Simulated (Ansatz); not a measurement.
TiC (model structure, P6₃/mmc, No. 194, 4 atoms in the cell)

The numbers are results of r²SCAN (Ansatz, a quantum-chemistry and plane-wave program, plane waves, PAW), not measurements.

Numerical settings: plane-wave cutoff 560 eV, 18×18×10 k mesh (along the axes of the cell as run), Fermi–Dirac smearing 0.05 eV, no spin polarisation, scalar-relativistic PAW data made under PBE.

Cell (relaxed at this level):

```yaml
crystal:
  lattice:
    - [3.60485, 0.00000, 0.00000]
    - [-1.80243, 3.12190, 0.00000]
    - [0.00000, 0.00000, 4.28477]
  atoms:
    - { symbol: Ti, position: [0.33333, 0.66667, 0.25000] }
    - { symbol: Ti, position: [0.66667, 0.33333, 0.75000] }
    - { symbol: C, position: [0.33333, 0.66667, 0.75000] }
    - { symbol: C, position: [0.66667, 0.33333, 0.25000] }
```

For TiC (model structure, P6₃/mmc, No. 194, 4 atoms in the cell), the bulk modulus comes out as 204 GPa.

Note: the bulk modulus is −V dP/dV from two relaxed cells at ±2 % in volume; the relaxation could raise the start's symmetry but not lower it, so the cell can be a saddle point.

Computed values are for the static lattice.

A model structure was made by putting elements into a prototype or built by hand; it is no filed structure, need not be a known phase, and can be a saddle point held by its symmetry.
